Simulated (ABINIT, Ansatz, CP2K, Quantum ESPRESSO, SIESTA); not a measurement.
One structure in several programs: TiB2 (P6/mmm, 3 atoms in the cell)

Self-consistent single point.

```yaml
crystal:
  lattice:
    - [3.02593, 0.00000, 0.00000]
    - [-1.51296, 2.62053, 0.00000]
    - [0.00000, 0.00000, 3.22877]
  atoms:
    - { symbol: Ti, position: [0.00000, 0.00000, 0.00000] }
    - { symbol: B, position: [0.33333, 0.66667, 0.50000] }
    - { symbol: B, position: [0.66667, 0.33333, 0.50000] }
```

All programs got the same cell, k-point mesh and kind of occupations (in Ansatz's words: kpoints.mp_grid.grid = 8 8 7; scf.occupations.method = gaussian; scf.occupations.width = 0.136 eV); potentials, basis and cutoffs are each program's usual ones.

```
code                                                                                                                                model  pressure (GPa)  k-points       cutoff
----------------  -----------------------------------------------------------------------------------------------------------------------  --------------  --------  -----------
Quantum ESPRESSO                                                                          PBE, PSlibrary ultrasoft (PBE) pseudopotentials            1.54        40        60 Ry
ABINIT                                                                                                        PBE, PAW (JTH v2.0 PBE PAW)            1.07        40        30 Ha
SIESTA            GGA PBE, numerical atomic orbitals DZP, PseudoDojo PBE standard norm-conserving potentials (rewritten from UPF to PSML)            0.44       232  grid 350 Ry
Ansatz                                                                                                             PBE, default PAW files            0.53        40       420 eV
CP2K                                                              PBE, GPW, DZVP-MOLOPT-SR-GTH basis, GTH-PBE potentials (GTH_POTENTIALS)            0.45       226  grid 600 Ry
```

The spread over the programs that give each value: pressure within 1.10 GPa.

The starting cell comes from a database of computed structures (which also holds hypothetical and non-ambient phases and stackings), without a prior relaxation at this level. On Ansatz's run: Spin polarisation is off.

Problem. Why do the programs differ, and what cannot be compared?

Solution. Differences of this kind can come from the potentials, where these differ, and from what each basis and cutoff leave unconverged. The zero of total energies and Fermi levels follows the potentials and each program's conventions, so they are not compared here. SIESTA and CP2K use small atom-centred bases, whose incompleteness enters pressures, forces and empty levels differently from a plane-wave cutoff. Ansatz's pressure is given at a fixed set of plane waves, as the other plane-wave codes print theirs; with its correction for the finite basis it is 0.75 GPa (the shift of 0.22 GPa shows how far the cutoff is from converged). The programs reduce the same mesh by symmetry to different extents, which changes the work and not the result.

Left out of this page: GPAW, Elk and FLEUR (not drawn, or without a comparable value).

Ansatz is a program for electronic structure.

Keys are those of Ansatz 0.2.
